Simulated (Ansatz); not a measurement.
Start from BP in the zinc blende structure (space group F-43m, No. 216; a = 4.520 Å). Axes: x, y, z lie along the cube axes.

The change: biaxial strain +1.79 %, plane normal [001], relaxed out of plane (Cartesian); in-plane vectors clamped, the third vector and the atoms free.

Levels (all Ansatz, a first-principles code, PAW): PBEsol (420 eV, no SOC); r2SCAN (500 eV, spin-orbit coupling left out); HSE06 (420 eV, no SOC).

At the geometry relaxed with PBEsol, these levels gave the following band gaps, in shuffled order: (a) 1.58 eV, (b) 1.03 eV, (c) 0.77 eV.

Q: Match each gap to its level.

A: (a) HSE06; (b) r2SCAN; (c) PBEsol.

Single points use the geometry relaxed with PBEsol. HSE06 gaps are upper bounds (no full band path). Whether these cells are dynamically stable was not tested.
